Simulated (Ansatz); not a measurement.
An Ansatz (a first-principles code) input (r2SCAN in Ansatz (plane waves to 500 eV, PAW, spin-orbit coupling left out)):

Ansatz 0.2 input:
```yaml
crystal:
  lattice:
    - [0, 3.2670968963, 3.2670968963]
    - [3.2670968963, 0, 3.2670968963]
    - [3.2670968963, 3.2670968963, 0]
  atoms:
    - { symbol: Te, position: [0, 0, 0] }
    - { symbol: Pb, position: [0.5, 0.5, 0.5] }
basis: { ecutwfc: 500, ecutrho_ratio: 4, xc_grid: 4, fft_grid_basis: typed }
kpoints: { mp_grid: { grid: [9, 9, 9] } }
hamiltonian:
  xc: r2scan
  dispersion: none
  pseudopotentials: { kind: paw }
scf: { occupations: { method: fermi_dirac, width: 0.05 }, convergence: { dr2_threshold: 0.0000000002 } }
output: { forces: true, stress: true }
checkpoint: { write: state.ck, write_every: 1000 }
```

### Question
Which symmetry and how many k-points will the program report, and about how many plane waves at Γ?

### Answer
Space group Fm-3m (ITA 225) with 48 operations, k-points 35 of 729, and 1807 plane waves at Γ.

No phonon test of stability was made. The cell was made from SnTe by this change: Sn → Pb.
